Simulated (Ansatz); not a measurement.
The reference is Ca in the fcc (Cu type) structure (space group Fm-3m, No. 225; a = 5.456 Å; relaxed with 0.1 eV smearing). Axes: x, y, z lie along the cube axes.

Method: PBEsol (Ansatz, a program for electronic structure; PAW; 420 eV plane waves; no spin-orbit coupling).

Strains are applied to the cell and any free atomic positions relax; under biaxial strain the out-of-plane vector relaxes too.

One change was made to it. Results:

The shortest interatomic distance decreases by 1.2 pm, from 385.8 pm to 384.6 pm; the energy increases by 0.9 meV/atom.

Problem. What was done to the base?
A. biaxial strain −3.00 %, plane normal [001], relaxed out of plane
B. biaxial strain −2.00 %, plane normal [001], relaxed out of plane
C. biaxial strain +1.50 %, plane normal [001], relaxed out of plane
D. biaxial strain +3.00 %, plane normal [001], relaxed out of plane

Solution. C, biaxial strain +1.50 %, plane normal [001], relaxed out of plane. For comparison, the energy relative to the base in the other runs: biaxial strain −3.00 %, plane normal [001], relaxed out of plane gives +4.9 meV/atom; biaxial strain +3.00 %, plane normal [001], relaxed out of plane gives +3.0 meV/atom; biaxial strain −2.00 %, plane normal [001], relaxed out of plane gives +2.1 meV/atom.

No phonon test of stability was made.
